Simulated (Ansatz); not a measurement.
# Ansatz run on VSn2 (Fddd, 12 atoms in the cell): self-consistent single point

Level of theory: LDA (PW92), default PAW files made with PBE (plane waves; Ansatz, a first-principles code).

Input:

Ansatz 0.2 input:
```yaml
crystal:
  lattice:
    - [0.000000, 4.707445, 9.324465]
    - [2.756025, 0.000000, 9.324465]
    - [2.756025, 4.707445, 0.000000]
  atoms:
    - { symbol: V, position: [0.877770, 0.877770, 0.622230] }
    - { symbol: V, position: [0.622230, 0.622230, 0.877770] }
    - { symbol: V, position: [0.372230, 0.372230, 0.627770] }
    - { symbol: V, position: [0.627770, 0.627770, 0.372230] }
    - { symbol: Sn, position: [0.915860, 0.584140, 0.915860] }
    - { symbol: Sn, position: [0.584140, 0.915860, 0.584140] }
    - { symbol: Sn, position: [0.334140, 0.665860, 0.334140] }
    - { symbol: Sn, position: [0.665860, 0.334140, 0.665860] }
    - { symbol: Sn, position: [0.165840, 0.165840, 0.334160] }
    - { symbol: Sn, position: [0.334160, 0.334160, 0.165840] }
    - { symbol: Sn, position: [0.084160, 0.084160, 0.915840] }
    - { symbol: Sn, position: [0.915840, 0.915840, 0.084160] }
basis:
  ecutwfc: 30.9 Ry
kpoints:
  mp_grid:
    grid: [6, 6, 6]
hamiltonian:
  xc: lda
  pseudopotentials:
    kind: paw
scf:
  occupations:
    method: cold
    width: 0.0073 Ry
output:
  forces: true
  eigenvalues: true
  stress: true
```

Output, abridged:

```
WARN ansatz: RAYON_NUM_THREADS=1 ignored (pool sized by the plan → 1); use --threads N
Pseudopotentials: kind: paw
Pseudopotential: V, paw, valence charge 13
Pseudopotential: Sn, paw, valence charge 14
Crystal: 12 atoms, lattice volume = 241.948 Å³
Basis set: ecut = 420.4159175005146 eV, 4721 PW (Γ)
Bands: 99, of which v1, the nominal top of the filled ones, is band 82 counted from 1 (81 counted from 0)
Symmetry: 8 space group operations
Space group: Fddd (ITA 70), of the structure as read, at distance tolerance 6.2e-5 Å
k-points: 46 of 216
PAW frozen core: V, regenerated for the run's functional, and the local potential with it
PAW frozen core: Sn, regenerated for the run's functional, and the local potential with it
Initial density: superposition of atomic densities (neutral atoms: chi_scale 0, normalization atom), corrected by the library's trained network
Initial wavefunctions: pseudopotential atomic-orbital guess
Eigensolver: davidson
Functional: x = slater, c = lda
SCF iter   1: F=—  HF=-58479.225528 eV  |F-HF|=—  |Δ(HF+E_count)|=         —  Δρ=8.63e-3  dr2=1.11e-1  ethr=1.77e-3  ⟨swp⟩=6.2  Hψ=16733  notcnv=0
all-band conjugate gradients solve this SCF's bands
preconditioner: auto → Kerker (q_TF=auto, 2.557 Å⁻¹)
SCF iter   2: F=—  HF=-58479.200231 eV  |F-HF|=—  |Δ(HF+E_count)|=   2.53e-2  S|Δr|=    0.00e0  Δρ=4.21e-3  dr2=2.83e-2  ethr=6.76e-5  ⟨swp⟩=2.5  Hψ=8139  notcnv=0
SCF iter   3: F=—  HF=-58479.193691 eV  |F-HF|=—  |Δ(HF+E_count)|=   6.54e-3  S|Δr|=    0.00e0  Δρ=8.81e-4  dr2=2.50e-3  ethr=1.72e-5  ⟨swp⟩=2.8  Hψ=7413  notcnv=0
SCF iter   4: F=—  HF=-58479.193226 eV  |F-HF|=—  |Δ(HF+E_count)|=   4.66e-4  S|Δr|=    0.00e0  Δρ=1.98e-4  dr2=1.17e-4  ethr=1.52e-6  ⟨swp⟩=2.0  Hψ=5399  notcnv=0
SCF iter   5: F=—  HF=-58479.193172 eV  |F-HF|=—  |Δ(HF+E_count)|=   5.37e-5  S|Δr|=    0.00e0  Δρ=7.25e-5  dr2=1.88e-5  ethr=7.10e-8  ⟨swp⟩=2.2  Hψ=7939  notcnv=0
SCF iter   6: F=—  HF=-58479.193306 eV  |F-HF|=—  |Δ(HF+E_count)|=   1.35e-4  S|Δr|=    0.00e0  Δρ=1.74e-5  dr2=9.65e-7  ethr=1.15e-8  ⟨swp⟩=2.8  Hψ=7733  notcnv=0
SCF iter   7: F=-58479.193306 eV  HF=-58479.193306 eV  |F-HF|=2.72e-8  |Δ(HF+E_count)|=   1.79e-7  S|Δr|=    0.00e0  Δρ=3.58e-6  dr2=4.65e-8  ethr=6.10e-11  ⟨swp⟩=10.2  Hψ=19534  notcnv=0
SCF 1 converged in 7 iterations: F = -58479.193306 eV  dr2 = 4.65e-8
SCF converged after 7 iterations
Stability not checked (fill_not_monotonic)
Free energy (F): -58479.193306 eV
Harris-Foulkes:  -58479.193306 eV  (|F-HF|=2.72e-8)
Internal energy: -58479.190539 eV  (E = F + TS)
E sigma→0 (E₀):  -58479.192384 eV
Entropy (-TS):   -0.002768 eV (-0.231 meV/atom)
Fermi energy:    13.438926 eV
Step filling:    the computed levels leave a gap of 0.0016 eV = 0.0 smearing widths
--- Per-component energies (eV) ---
  E_band       = -1088.740872
  E_kinetic    = 2857.964501
  E_local      = -10177.499724  (includes V_loc(G=0)·N_el)
  E_nonlocal   = -380.313319
  E_hartree    = 5859.050798
  E_xc         = -3552.084957
  E_vxc        = -1452.518273  (∫ρ·V_xc dr)
  E_paw        = -36217.112514  (= ΣΔE_a)
  E_vpaw       = -3654.485632  (= ΣTr[D̂ρ^β])
  E_aug_tail   = 0.000993  (compensation charges beyond the density's cutoff)
  E_ewald      = -16873.980102
  E_core_change = 4.783785  (= ΣΔE_core)
  E_smearing   = -0.002768  (= −TS)
  E_closure    = 0.000000  (closes the sum)
  Σ components = -58479.193306   (vs F -58479.193306, Δ=0.00e0)
--- Forces (eV/Å), atoms counted from 1 ---
  atom   1  V     -0.00000000     0.00000000    -0.02550703
  atom   2  V      0.00000000     0.00000000     0.02550703
  atom   3  V      0.00000000    -0.00000000     0.02550703
  atom   4  V      0.00000000    -0.00000000    -0.02550703
  atom   5  Sn    -0.00000000    -0.00667495     0.00000000
  atom   6  Sn     0.00000000     0.00667495     0.00000000
  atom   7  Sn     0.00000000     0.00667495     0.00000000
  atom   8  Sn    -0.00000000    -0.00667495     0.00000000
  atom   9  Sn    -0.00000000    -0.00000000    -0.05850637
  atom  10  Sn     0.00000000    -0.00000000     0.05850637
  atom  11  Sn     0.00000000     0.00000000     0.05850637
  atom  12  Sn    -0.00000000     0.00000000    -0.05850637
  max |Σ_I F_I| component: 2.08e-17 eV/Å
--- Stress (GPa, compression-positive) ---
       -5.771732       0.000000      -0.000000
        0.000000      -5.034008       0.000000
       -0.000000       0.000000      -5.434560
  P = ⅓ Tr σ = -5.4134 GPa (-54.134 kbar)
  The stress holds the Pulay correction. Without it, at fixed plane waves, as pw.x and ABINIT print it: P = -5.4666 GPa
--- Band table (eV; the first three rows and the last of 46) ---
  k-point 0: bands = ["-50.0334", "-50.0333", "-49.9839", "-49.9839", "-24.3419", "-24.3407", "-24.2794", "-24.2791", "-24.2522", "-24.2495", "-24.2288", "-24.2287", "-24.2040", "-24.2038", "-23.9375", "-23.9374", "-7.8139", "-7.7909", "-7.7795", [...]
  k-point 1: bands = ["-50.0334", "-50.0301", "-49.9872", "-49.9839", "-24.3414", "-24.3164", "-24.2797", "-24.2763", "-24.2511", "-24.2471", "-24.2309", "-24.2289", "-24.2071", "-24.2038", "-23.9647", "-23.9375", "-7.8149", "-7.7983", "-7.7934", [...]
  k-point 2: bands = ["-50.0333", "-50.0210", "-49.9963", "-49.9839", "-24.3417", "-24.2807", "-24.2685", "-24.2614", "-24.2506", "-24.2397", "-24.2292", "-24.2218", "-24.2159", "-24.2038", "-24.0384", "-23.9376", "-7.8141", "-7.8124", "-7.8109", [...]
  k-point 45: bands = ["-50.0334", "-50.0334", "-49.9839", "-49.9839", "-24.3413", "-24.3413", "-24.2792", "-24.2792", "-24.2509", "-24.2509", "-24.2288", "-24.2288", "-24.2039", "-24.2039", "-23.9374", "-23.9374", "-7.7864", "-7.7864", "-7.7821", [...]
```

The run converged in 7 iterations.

The starting cell comes from a database of computed structures (which also holds hypothetical and non-ambient phases and stackings), without a prior relaxation at this level. Spin polarisation is off. With a pressure of about -5 GPa the cell is away from its equilibrium volume at this level. Ansatz's pressure includes its estimate of the finite-basis (Pulay) stress.

Cost on one core of a shared machine: roughly 40 s.
